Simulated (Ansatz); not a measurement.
## Cu3N: energy against volume

Cu3N (anti-ReO3 type, Pm-3m, 14.011 Å³/atom and stress up to 0.01 GPa in the relaxed cell, cube axes along x, y and z) under an equal strain ε along all three axes. PBE in Ansatz, a plane-wave DFT program (PAW, default set), 420 eV, 9×9×9 Γ-centred mesh, Fermi-Dirac smearing 0.05 eV; ions are relaxed, or left where forces stay under 0.02 eV/Å, within the symmetry of each cell.

Here V stands for volume and E for E less E0.

```csv
volume (Å³/atom),E less E0 (meV/atom),pressure (GPa)
13.2679,15.87,7.21
13.5126,6.89,4.59
13.7603,1.70,2.19
14.0110,0.00,0.00
14.2647,1.61,-2.00
14.5215,6.32,-3.82
14.7813,13.87,-5.48
15.3102,?,?
```

The 7 complete rows are fitted with the third-order Birch-Murnaghan form, a cubic in V^(-2/3), E against V. With u = V^(-2/3) - 0.172, the rows have u = 0.006429, 0.004268, 0.002146, 0.000063, -0.001983, -0.003994, -0.005968. Least squares gives E = 0.008 - 49.3·u + 386030·u² + 837300·u³. Residuals (row less fit): 0.001, -0.005, 0.012, -0.006, -0.007, 0.010, -0.003; standard error 0.011 (degrees of freedom: 3). Its minimum lies at u = 0.000064, so V0 = (0.172064)^(-3/2) = 14.01. There d²E/du² = 772400 and d³E/du³ = 5024000, so B0 = (4/9) × 14.01^(-7/3) × 772400 × 0.160218 = 116 GPa (the last factor turns the table's units into GPa), and B0' = 4 + (2/3) × 0.172064 × (5024000)/772400 = 4.7. B0' rests on the cubic coefficient alone and has a standard error of 0.1 from these residuals.

### Question
Predict the withheld E at V = 15.3102 from the fit, and compare with the calculation.

### Answer
u = -0.009814, so E = 0.008 - 49.3 × (-0.009814) + 386030 × (-0.009814)² + 837300 × (-0.009814)³ = 36.881 meV/atom. The calculation gives 36.85 meV/atom, 0.031 meV/atom below the prediction (0.1 % of the range of E in the table). The row lies outside the fitted rows, so this is an extrapolation. From the scatter of the fitted rows alone, a prediction at this place has a standard error of 0.068 meV/atom, so the miss is 0.5 times that.

This level leaves no gap over 0.05 eV at strain -1.80 %. The start is a measured cell from the literature; how it stands against other phases or cation orders wasn't checked. Other structures, which can take over under pressure, weren't tried. The same form fitted to the pressure column gives B0' = 4.8; series where the two differ by over 0.4 aren't shown. Rows are the converged runs of the series near zero and its far end, less any whose ions stayed unrelaxed beside relaxed ones; series whose fitted rows scatter by over a few per cent of the range, as at a crossing or softening among them, aren't shown in this form.
